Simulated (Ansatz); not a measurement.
RbBr: energy against volume

RbBr (rock salt, Fm-3m, 43.201 Å³/atom and stress up to 0.01 GPa in the relaxed cell, cube axes along x, y and z) under an equal strain ε along all three axes. PBE in Ansatz, a plane-wave DFT program (PAW, default set), 420 eV, 8×8×8 Γ-centred mesh, Fermi-Dirac smearing 0.05 eV; ions are relaxed, or left where forces stay under 0.02 eV/Å, within the symmetry of each cell. Against the start cell, which lies near the measured one, the relaxed cell differs by 5.7 % in volume; the values below rest on it.

Here V stands for volume and E for E less E0.

```csv
volume (Å³/atom),E less E0 (meV/atom),pressure (GPa)
39.4287,?,?
40.6608,6.24,0.84
41.2863,3.44,0.60
41.9182,1.50,0.39
42.5566,0.37,0.19
43.2013,0.00,0.00
43.8526,0.35,-0.17
44.5104,1.38,-0.33
45.1747,3.04,-0.47
45.8456,5.31,-0.61
```

Taking the third-order Birch-Murnaghan form, a cubic in V^(-2/3) for E over the 9 complete rows: With u = V^(-2/3) - 0.0813, the rows have u = 0.0032699, 0.0024136, 0.0015702, 0.0007393, -0.0000789, -0.0008851, -0.0016794, -0.0024618, -0.0032329. Least squares gives E = 0.004 + 88.7·u + 545478·u² + 3237490·u³. Residuals (row less fit): 0.000, -0.001, -0.001, 0.001, 0.000, -0.001, 0.002, -0.003, 0.001; standard error 0.002 (degrees of freedom: 5). Its minimum lies at u = -0.0000814, so V0 = (0.0812186)^(-3/2) = 43.20. There d²E/du² = 1089000 and d³E/du³ = 1.942e7, so B0 = (4/9) × 43.20^(-7/3) × 1089000 × 0.160218 = 11.8 GPa (the last factor turns the table's units into GPa), and B0' = 4 + (2/3) × 0.0812186 × (1.942e7)/1089000 = 5.0. B0' rests on the cubic coefficient alone and has a standard error of 0.1 from these residuals.

Task: Estimate the missing E (V = 39.4287); what did the run itself give?

Result: u = 0.0050227, so E = 0.004 + 88.7 × 0.0050227 + 545478 × 0.0050227² + 3237490 × 0.0050227³ = 14.621 meV/atom. The calculation gives 14.63 meV/atom, 0.009 meV/atom above the prediction (0.1 % of the range of E in the table). The row lies outside the fitted rows, so this is an extrapolation. The scatter of the fitted rows lies at the last printed digit.

Other structures, which can take over under pressure, weren't tried. The same form fitted to the pressure column gives B0' = 4.9; series where the two differ by over 0.4 aren't shown. Rows are the converged runs of the series near zero and its far end, less any whose ions stayed unrelaxed beside relaxed ones; series whose fitted rows scatter by over a few per cent of the range, as at a crossing or softening among them, aren't shown in this form.
